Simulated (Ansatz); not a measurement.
Density of states of B (R-3m) below the valence band maximum, PBEsol, rigid bands (Ansatz, a quantum-chemistry and plane-wave program); cell volume 85.8 Å³.

| energy from edge (eV) | 10⁻³ states/eV/cell |
|---|---|
| 0.006 | 13.1 |
| 0.031 | 30.6 |
| 0.056 | 41.9 |
| 0.081 | 52.3 |
| 0.106 | 61.3 |
| 0.131 | 70.3 |
| 0.156 | 79.4 |
| 0.181 | 88.5 |
| 0.206 | 97.6 |
| 0.231 | 108 |
| 0.256 | 118 |
| 0.281 | 129 |
| 0.319 | 150 |
| 0.344 | 169 |
| 0.369 | 206 |
| 0.394 | 209 |
| 0.419 | 212 |
| 0.444 | 215 |
| 0.469 | 218 |
| 0.494 | 222 |
| 0.519 | 227 |
| 0.544 | 230 |
| 0.569 | 237 |
| 0.594 | 277 |

Task: What effective density of states at 300 K does this give (∫ g(E) exp(−E/k_BT) dE, both spins, divided by the cell's size)?

Result: 7.6e18 cm⁻³, a density-of-states mass of 0.45 mₑ, valleys and band degeneracy included.

Spin-orbit coupling is left out. Geometry: cell and atoms relaxed with PBEsol.
